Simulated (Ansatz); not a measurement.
Base system: BN in the zinc blende structure (space group F-43m, No. 216; a = 3.6051 Å).

Perturbation: the cell is scaled by 0.9494 in all directions; the atoms relax in the strained cell.

Computed with Ansatz (an electronic-structure program) PBEsol, no SOC, earlier PAW set.

Base, band edges from the VBM (valence, conduction): X -4.98, 4.29; W -6.64, 9.48; L -1.97, 10.19; Γ 0.00, 8.80; K -4.14, 6.78; U -4.14, 6.78 eV.

Give the band edges at the high-symmetry points of the new zone, measured from its valence-band maximum.


```json
[
 {"point": "Γ", "valence edge (eV)": "0.00", "conduction edge (eV)": "9.54"},
 {"point": "X", "valence edge (eV)": "-5.81", "conduction edge (eV)": "4.45"},
 {"point": "U", "valence edge (eV)": "-4.84", "conduction edge (eV)": "7.23"},
 {"point": "K", "valence edge (eV)": "-4.84", "conduction edge (eV)": "7.23"},
 {"point": "L", "valence edge (eV)": "-2.28", "conduction edge (eV)": "11.52"},
 {"point": "W", "valence edge (eV)": "-7.83", "conduction edge (eV)": "10.16"}
]
```

The gap is 4.45 eV, indirect, Γ → X.

Whether these cells are dynamically stable was not tested.
